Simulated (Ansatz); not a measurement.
Results of revPBE (plane waves, PAW; Ansatz, a program for electronic structure) for NiAs-type NiSb.

Settings: plane-wave cutoff 520 eV, 18×18×12 k mesh (along the axes of the cell as run), Fermi–Dirac smearing 0.05 eV, no spin polarisation, scalar-relativistic PAW data made under PBE.

Energies at three volumes about the minimum:

| V (Å³/atom) | E − E_lowest (meV/atom) |
|---|---|
| 17.615 | 2.46 |
| 17.974 | 0.00 |
| 18.334 | 2.24 |

Task: Fit a parabola by hand: where is the minimum, and what is the bulk modulus?

Result: Slopes: (0.00 − 2.46)/(17.974 − 17.615) = -6.852 and (2.24 − 0.00)/(18.334 − 17.974) = 6.222 meV/Å³. Curvature E″ = 2 × (6.222 − (-6.852))/(18.334 − 17.615) = 36.367 meV/Å⁶. From the middle of the first interval, the slope vanishes at V0 = 17.7945 − (-6.852)/36.367 = 17.983 Å³/atom. B = V0 E″ = 17.983 × 36.367 meV/Å³ × 0.1602 GPa per meV/Å³ = 105 GPa. The full Birch–Murnaghan fit to all volumes gives V0 = 17.976 Å³/atom and B0 = 105 GPa.

Shape and atoms are relaxed at each volume.

Note: the bulk modulus comes from volumes at which shape and atoms were relaxed.
